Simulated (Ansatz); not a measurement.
# WSi2, pressure series

The parent structure is WSi2 (space group I4/mmm, No. 139; a = 3.185 Å, c = 7.771 Å).

Cell and atoms are relaxed at each pressure.

Computed with Ansatz (a quantum-chemistry and plane-wave program), LDA, PAW, cutoff 420 eV, without spin-orbit coupling.

```csv
pressure (GPa),volume per atom (Å³/atom)
-2,13.256
0,13.143
0.9,13.094
2.1,13.030
4.5,12.907
9,12.690
15,12.429
22.5,?
30,11.877
```

Question: Fit the third-order Birch–Murnaghan form P(V) = (3B₀/2)[(V₀/V)^(7/3) − (V₀/V)^(5/3)]·[1 + (3/4)(B₀′ − 4)((V₀/V)^(2/3) − 1)] (squares taken in P) to the rows shown and predict the withheld row.

Answer: Least squares on the printed values gives V₀ = 13.143 Å³/atom, B₀ = 238 GPa, B₀′ = 4.3; this predicts 12.137 Å³/atom, and the run gives 12.138 Å³/atom, in agreement.

Load acts through the strain it causes; cell and atoms are relaxed under it. Whether these cells are dynamically stable was not tested. Competing high-pressure phases were not computed. All final runs are without spin polarisation.
